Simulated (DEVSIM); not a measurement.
Device: abrupt Si n-p junction, at 300 K.

Layer 1 from the left is Si, thickness (μm) 60.0, Nd (cm⁻³) 5.7e17, τn (s) 2.4e-7, τp (s) 2.4e-7. Layer 2 from the left is Si, thickness (μm) 60.0, Na (cm⁻³) 4.2e17, τn (s) 2.4e-7, τp (s) 2.4e-7.

Left contact: ohmic. Right contact: ohmic. Voltage is applied to the left contact. Recombination: SRH at mid-gap, radiative. Mobility is μmin + (μ − μmin)/(1 + (N/Nref)^α).

The device is made up for the run: typed textbook-type constants, with dimensions and the other settings drawn at random. Values at 300 K.

Si: gap (eV) 1.124, affinity (eV) 4.05, permittivity 11.7, Nc (cm⁻³) 2.86e19, Nv (cm⁻³) 3.1e19, μn (cm²/Vs) 1417, μp (cm²/Vs) 470, μn,min 52, μp,min 45, Nref,n 9.7e16, Nref,p 2.2e17, αn 0.68, αp 0.72, B (cm³/s) 4.7e-15.

DEVSIM, 1D drift-diffusion, Boltzmann statistics, complete ionisation; no tunnelling, impact ionisation, image-force lowering or self-heating.

Dark forward current:

| |V| (V) | |J| (A/cm²) |
|---|---|
| 0.05 | 2.364e-9 |
| 0.10 | 8.312e-9 |
| 0.15 | 2.440e-8 |
| 0.20 | 6.891e-8 |
| 0.25 | 1.950e-7 |
| 0.30 | 5.686e-7 |
| 0.35 | 1.780e-6 |
| 0.40 | 6.365e-6 |
| 0.45 | 2.751e-5 |
| 0.50 | 0.0001442 |
| 0.55 | 0.0008673 |
| 0.60 | 0.005629 |
| 0.65 | 0.03784 |
| 0.70 | 0.2574 |
| 0.75 | 1.719 |
| 0.80 | 10.03 |
| 0.85 | 39.09 |
| 0.90 | 94.99 |
| 0.95 | 172.2 |
| 1.00 | 266.5 |
| 1.05 | 376.3 |
| 1.10 | 501.0 |
| 1.15 | 640.4 |
| 1.20 | 794.6 |
| 1.25 | 963.6 |
| 1.30 | 1148 |

Question: Work out the local ideality factor n = ΔV / (kT/q · ln(J2/J1)) between the rows 0.15 and 0.20 V, 0.65 and 0.70 V, 1.25 and 1.30 V.

Answer: kT/q = 25.85 mV. From 0.15 to 0.20 V: ln(6.891e-8/2.440e-8) = 1.038, n = 1.86, near the 2 of recombination in the depletion region. From 0.65 to 0.70 V: ln(0.2574/0.03784) = 1.917, n = 1.01, near the 1 of diffusion or emission over a barrier. From 1.25 to 1.30 V: ln(1148/963.6) = 0.175, n = 11.05.

Question: Estimate the current at 0.65 V from the Shockley equation with J0 = Σ q ni² D/(N L) coth(W/L), τ joining the SRH, radiative and Auger lifetimes that are on, and W taken as the whole layer.

Answer: ni² = 1.16e20 cm⁻⁶; holes in the n layer: μ = 187 cm²/Vs, D = 4.84 cm²/s, τ = 2.40e-7 s, L = 10.8 μm, W/L = 5.6, term 1.46e-13 A/cm²; electrons in the p layer: μ = 420 cm²/Vs, D = 10.9 cm²/s, τ = 2.40e-7 s, L = 16.1 μm, W/L = 3.7, term 2.98e-13 A/cm². J0 = 4.44e-13 A/cm², and J = J0 exp(qV/kT) = 0.0370 A/cm². The simulation gives 0.0378 A/cm²; the estimate lies 2.3 % below. The estimate leaves out recombination in the depletion region and that region's share of W.
